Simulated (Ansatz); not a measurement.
# Worked example: self-consistent single point of a (111) slab of LuNi4Sn (cut from a parent of space group no. 216; 12 atoms in the cell) in Ansatz

Method: LDA (PW92), default PAW files made with PBE (plane waves; Ansatz, an electronic-structure program).

Input:

Ansatz 0.2 input:
```yaml
# LuNi4Sn
crystal:
  lattice:
    - [4.968057, 0.000000, 0.000000]
    - [2.484029, 4.302464, 0.000000]
    - [0.000000, 0.000000, 21.603219]
  atoms:
    - { symbol: Lu, position: [0.072925, 0.072925, 0.488205] }
    - { symbol: Lu, position: [0.406258, 0.406258, 0.675974] }
    - { symbol: Ni, position: [0.073485, 0.572645, 0.417753] }
    - { symbol: Ni, position: [0.572645, 0.073485, 0.417753] }
    - { symbol: Ni, position: [0.406258, 0.406258, 0.324026] }
    - { symbol: Ni, position: [0.572645, 0.572645, 0.417753] }
    - { symbol: Ni, position: [0.406818, 0.905978, 0.605521] }
    - { symbol: Ni, position: [0.905978, 0.406818, 0.605521] }
    - { symbol: Ni, position: [0.739592, 0.739592, 0.511795] }
    - { symbol: Ni, position: [0.905978, 0.905978, 0.605521] }
    - { symbol: Sn, position: [0.072925, 0.072925, 0.347379] }
    - { symbol: Sn, position: [0.406258, 0.406258, 0.535147] }
basis:
  ecutwfc: 420.0 eV
kpoints:
  mp_grid: { grid: [4, 4, 1] }
hamiltonian:
  xc: lda
  pseudopotentials: { kind: paw }
scf:
  occupations: { method: gaussian, width: 0.1 eV }
output:
  forces: true
  eigenvalues: true
  stress: true
```

The program printed (abridged):

```
WARN the atoms were moved onto the symmetric positions of the space group found under crystal.symmetry.tolerance 1.0e-5 (fractional …
WARN ansatz: RAYON_NUM_THREADS=1 ignored (pool sized by the plan → 1); use --threads N
Pseudopotentials: kind: paw
Pseudopotential: Lu, paw, valence charge 25
Pseudopotential: Ni, paw, valence charge 18
Pseudopotential: Sn, paw, valence charge 14
Crystal: 12 atoms, lattice volume = 461.766 Å³
Basis set: ecut = 420 eV, 8983 PW (Γ)
Bands: 134, of which v1, the nominal top of the filled ones, is band 111 counted from 1 (110 counted from 0)
Symmetry: 6 space group operations
Space group: P3m1 (ITA 156), of the structure as read, at distance tolerance 7.7e-5 Å
k-points: 4 of 16 (time reversal used)
PAW frozen core: Lu, regenerated for the run's functional, and the local potential with it
PAW frozen core: Ni, regenerated for the run's functional, and the local potential with it
PAW frozen core: Sn, regenerated for the run's functional, and the local potential with it
Initial density: superposition of atomic densities (neutral atoms: chi_scale 0, normalization atom), corrected by the library's trained network
Initial wavefunctions: pseudopotential atomic-orbital guess
Eigensolver: davidson
Functional: x = slater, c = lda
SCF iter   1: F=—  HF=-86930.710790 eV  |F-HF|=—  |Δ(HF+E_count)|=         —  Δρ=2.56e-2  dr2=1.19e1  ethr=1.77e-3  ⟨swp⟩=6.0  Hψ=2356  notcnv=0  defer=8
all-band conjugate gradients solve this SCF's bands
preconditioner: auto → LDOS
SCF iter   2: F=—  HF=-86930.874760 eV  |F-HF|=—  |Δ(HF+E_count)|=   1.64e-1  Δρ=3.92e-2  dr2=7.99e0  ethr=1.77e-3  ⟨swp⟩=3.0  Hψ=850  notcnv=0  defer=53
SCF iter   3: F=—  HF=-86930.504628 eV  |F-HF|=—  |Δ(HF+E_count)|=   3.70e-1  Δρ=1.61e-2  dr2=1.68e0  ethr=1.77e-3  ⟨swp⟩=2.8  Hψ=560  notcnv=0  defer=53
SCF iter   4: F=—  HF=-86930.481191 eV  |F-HF|=—  |Δ(HF+E_count)|=   2.34e-2  Δρ=6.49e-3  dr2=1.38e-1  ethr=7.58e-4  ⟨swp⟩=2.0  Hψ=1100  notcnv=0  defer=51
SCF iter   5: F=—  HF=-86930.465140 eV  |F-HF|=—  |Δ(HF+E_count)|=   1.61e-2  Δρ=2.22e-3  dr2=1.67e-2  ethr=6.23e-5  ⟨swp⟩=2.0  Hψ=734  notcnv=0  defer=51
SCF iter   6: F=—  HF=-86930.465171 eV  |F-HF|=—  |Δ(HF+E_count)|=   3.05e-5  Δρ=1.32e-3  dr2=8.18e-3  ethr=7.54e-6  ⟨swp⟩=2.0  Hψ=919  notcnv=0  defer=51
SCF iter   7: F=—  HF=-86930.464985 eV  |F-HF|=—  |Δ(HF+E_count)|=   1.86e-4  Δρ=5.40e-4  dr2=1.48e-3  ethr=3.69e-6  ⟨swp⟩=1.0  Hψ=480  notcnv=0  defer=51
SCF iter   8: F=—  HF=-86930.465011 eV  |F-HF|=—  |Δ(HF+E_count)|=   2.66e-5  Δρ=9.82e-5  dr2=1.07e-4  ethr=6.69e-7  ⟨swp⟩=2.0  Hψ=717  notcnv=0  defer=51
SCF iter   9: F=—  HF=-86930.464972 eV  |F-HF|=—  |Δ(HF+E_count)|=   3.90e-5  Δρ=6.94e-5  dr2=2.71e-5  ethr=4.81e-8  ⟨swp⟩=2.0  Hψ=1022  notcnv=0  defer=56
SCF iter  10: F=—  HF=-86930.464795 eV  |F-HF|=—  |Δ(HF+E_count)|=   1.77e-4  Δρ=4.26e-5  dr2=1.25e-5  ethr=1.22e-8  ⟨swp⟩=2.0  Hψ=677  notcnv=0  defer=56
SCF iter  11: F=—  HF=-86930.464797 eV  |F-HF|=—  |Δ(HF+E_count)|=   2.15e-6  Δρ=2.45e-5  dr2=2.78e-6  ethr=5.61e-9  ⟨swp⟩=1.5  Hψ=585  notcnv=0  defer=56
SCF iter  12: F=—  HF=-86930.464798 eV  |F-HF|=—  |Δ(HF+E_count)|=   5.29e-7  Δρ=5.24e-6  dr2=1.07e-7  ethr=1.25e-9  ⟨swp⟩=2.0  Hψ=636  notcnv=0  defer=56
SCF iter  13: F=-86930.464798 eV  HF=-86930.464798 eV  |F-HF|=1.43e-8  |Δ(HF+E_count)|=   1.65e-7  Δρ=3.76e-6  dr2=4.31e-8  ethr=4.50e-11  ⟨swp⟩=14.8  Hψ=3324  notcnv=0
SCF 1 converged in 13 iterations: F = -86930.464798 eV  dr2 = 4.31e-8
SCF converged after 13 iterations
Free energy (F): -86930.464798 eV
Harris-Foulkes:  -86930.464798 eV  (|F-HF|=1.43e-8)
Internal energy: -86930.422073 eV  (E = F + TS)
E sigma→0 (E₀):  -86930.443436 eV
Entropy (-TS):   -0.042725 eV (-3.560 meV/atom)
Fermi energy:    4.235729 eV
--- Per-component energies (eV) ---
  E_band       = -5038.996371
  E_kinetic    = 3479.374999
  E_local      = -334018.499165  (includes V_loc(G=0)·N_el)
  E_nonlocal   = 6254.752620
  E_hartree    = 162548.823545
  E_xc         = -1856.148087
  E_vxc        = -1574.588298  (∫ρ·V_xc dr)
  E_paw        = -34795.755580  (= ΣΔE_a)
  E_vpaw       = -4277.728948  (= ΣTr[D̂ρ^β])
  E_aug_tail   = 0.003659  (compensation charges beyond the density's cutoff)
  E_ewald      = 111448.065906
  E_core_change = 8.960030  (= ΣΔE_core)
  E_smearing   = -0.042725  (= −TS)
  E_closure    = 0.000000  (closes the sum)
  Σ components = -86930.464798   (vs F -86930.464798, Δ=0.00e0)
--- Forces (eV/Å), atoms counted from 1 ---
  atom   1  Lu     0.00000000     0.00000000     0.10847266
  atom   2  Lu     0.00000000    -0.00000000    -1.77625152
  atom   3  Ni     0.14446655    -0.08340781    -0.01882482
  atom   4  Ni     0.00000001     0.16681561    -0.01882482
  atom   5  Ni     0.00000000     0.00000000     1.77713877
  atom   6  Ni    -0.14446656    -0.08340780    -0.01882482
  atom   7  Ni    -0.13501287     0.07794973    -0.09878428
  atom   8  Ni    -0.00000001    -0.15589944    -0.09878428
  atom   9  Ni    -0.00000000     0.00000000    -0.06356188
  atom  10  Ni     0.13501288     0.07794971    -0.09878428
  atom  11  Sn     0.00000000     0.00000000     0.10821254
  atom  12  Sn    -0.00000000     0.00000000     0.19864127
  max |Σ_I F_I| component: 1.75e-4 eV/Å
--- Stress (GPa, compression-positive) ---
       -7.686538       0.000000       0.000000
        0.000000      -7.686538      -0.000000
        0.000000      -0.000000      -4.981615
  P = ⅓ Tr σ = -6.7849 GPa (-67.849 kbar)
  The stress holds the Pulay correction. Without it, at fixed plane waves, as pw.x and ABINIT print it: P = -6.8161 GPa
--- Band table (eV) ---
  k-point 0: bands = ["-97.8781", "-97.8567", "-97.8452", "-97.8397", "-97.8397", "-97.8281", "-97.8281", "-97.2801", "-58.8434", "-58.7879", "-58.7879", "-58.7774", "-58.7587", "-58.7587", "-58.7337", "-58.7199", "-58.6888", "-58.6888", "-58.6819", [...]
  k-point 1: bands = ["-97.8778", "-97.8546", "-97.8431", "-97.8418", "-97.8397", "-97.8303", "-97.8281", "-97.2801", "-58.8364", "-58.7862", "-58.7774", "-58.7686", "-58.7523", "-58.7470", "-58.7277", "-58.7210", "-58.6943", "-58.6941", "-58.6864", [...]
  k-point 2: bands = ["-97.8776", "-97.8512", "-97.8454", "-97.8397", "-97.8396", "-97.8339", "-97.8281", "-97.2801", "-58.8299", "-58.7847", "-58.7651", "-58.7589", "-58.7437", "-58.7279", "-58.7212", "-58.7175", "-58.7148", "-58.6912", "-58.6872", [...]
  k-point 3: bands = ["-97.8776", "-97.8512", "-97.8454", "-97.8397", "-97.8396", "-97.8339", "-97.8281", "-97.2801", "-58.8294", "-58.7807", "-58.7653", "-58.7575", "-58.7465", "-58.7422", "-58.7231", "-58.7169", "-58.6973", "-58.6941", "-58.6915", [...]
```

The run converged in 13 iterations.

The starting cell comes from a database of computed structures (which also holds hypothetical and non-ambient phases and stackings), without a prior relaxation at this level. The slab is cut from that crystal, and its faces are unrelaxed. Its lattice was rescaled by up to half a per cent. Spin-orbit coupling is off. Spin polarisation is off. The two faces of this cut differ, and no dipole correction was used. Forces in this geometry exceed 1 eV/Å.
